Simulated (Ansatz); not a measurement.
An Ansatz (a first-principles code) input (DFT with PBE, PAW potentials and a 420 eV plane-wave cutoff in Ansatz, no spin-orbit coupling, earlier PAW set):

Ansatz 0.2 input:
```yaml
crystal:
  lattice:
    - [3.8910653586, 0, 0]
    - [0, 6.0261788811, 0]
    - [0, 0, 6.065255999]
  atoms:
    - { symbol: Pt, position: [0.25, 0.002151425, 0.1924133845] }
    - { symbol: Pt, position: [0.25, 0.502151425, 0.3075866155] }
    - { symbol: Pt, position: [0.75, 0.997848575, 0.8075866155] }
    - { symbol: Pt, position: [0.75, 0.497848575, 0.6924133845] }
    - { symbol: Ge, position: [0.25, 0.81363839, 0.588454669] }
    - { symbol: Ge, position: [0.25, 0.31363839, 0.911545331] }
    - { symbol: Ge, position: [0.75, 0.18636161, 0.411545331] }
    - { symbol: Ge, position: [0.75, 0.68636161, 0.088454669] }
basis: { ecutwfc: 420, ecutrho_ratio: 4, xc_grid: 2, fft_grid_basis: typed }
kpoints: { mp_grid: { grid: [12, 8, 8] } }
hamiltonian:
  xc: pbe
  dispersion: none
  pseudopotentials: { azcp: { folder: ./paw }, kind: paw }
scf: { occupations: { method: fermi_dirac, width: 0.05 } }
relax: { f_tol: 0.005, max_steps: 50, cell: { stress_tol: 0.01, fix: [a, b, gamma] } }
output: { forces: true, stress: true }
checkpoint: { write: state.ck, write_every: 1000 }
```

Which symmetry and how many k-points will the program report, and about how many plane waves at Γ?

Space group Pnma (ITA 62) with 8 operations, k-points 175 of 768, and 2773 plane waves at Γ.

And the final pressure?

-4.01 GPa (compression positive).

The cells carry an imposed strain or load. No phonon test of stability was made. The final runs are not spin-polarised. The cell was made from PtGe (space group Pnma, No. 62) by this change: biaxial strain +3.56 %, plane normal [001], relaxed out of plane.
